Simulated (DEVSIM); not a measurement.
System: abrupt In0.53Ga0.47As p-n junction, at 300 K.

```
layer (left to right)        material  thickness (μm)  Nd (cm⁻³)  Na (cm⁻³)  τn (s)  τp (s)
---------------------  --------------  --------------  ---------  ---------  ------  ------
1                      In0.53Ga0.47As            92.0          -     4.4e15  2.7e-9  2.7e-9
2                      In0.53Ga0.47As           0.460     1.4e14          -  2.7e-9  2.7e-9
```

Left contact: ohmic. Right contact: ohmic. Voltage is applied to the left contact. Recombination: SRH at mid-gap, radiative, Auger. Mobility is μmin + (μ − μmin)/(1 + (N/Nref)^α).

This is a model device: material constants are rounded textbook-type values typed into the input, and sizes, dopings and lifetimes were drawn at random. Values at 300 K; Nc and Nv go as T^1.5, mobilities as T to minus their exponent, the gap by Varshni's rule with the affinity fixed.

```tsv
parameter	In0.53Ga0.47As
gap (eV)	0.74
affinity (eV)	4.51
permittivity	13.9
Nc (cm⁻³)	2.1e17
Nv (cm⁻³)	7.7e18
μn (cm²/Vs)	12000
μp (cm²/Vs)	300
μn,min	300
μp,min	10
Nref,n	1.3e17
Nref,p	4.9e17
αn	0.48
αp	0.4
T exponent of μn	1.6
T exponent of μp	1.6
B (cm³/s)	9.6e-11
Cn (cm⁶/s)	5e-29
Cp (cm⁶/s)	5e-29
Varshni α (eV/K)	0.00035
Varshni β (K)	190
```

Model (solved in DEVSIM): 1D drift-diffusion, Boltzmann statistics, complete ionisation; no tunnelling, impact ionisation, image-force lowering or self-heating.

Base results: dark forward voltage at 1 A/cm² (V) 0.247; largest field in the device at zero bias (V/cm) 6900; potential step across the device at zero bias (V) 0.358.

Task: What follows from this one change: temperature 300 → 450 K?

Result: dark forward voltage at 1 A/cm² 0.247 → 0.086 V; largest field in the device at zero bias 6900 → 3900 V/cm; potential step across the device at zero bias 0.358 → 0.112 V.

Task: What follows from this one change: thickness of layer 2 0.46 → 0.28 μm?

Result: dark forward voltage at 1 A/cm² 0.247 → 0.233 V; largest field in the device at zero bias 6900 → 9400 V/cm; potential step across the device at zero bias little changed (0.358 V).

Task: What follows from this one change: constant mobility in place of the doping-dependent one?

Result: dark forward voltage at 1 A/cm² 0.247 → 0.241 V; largest field in the device at zero bias little changed (6900 V/cm); potential step across the device at zero bias little changed (0.358 V).
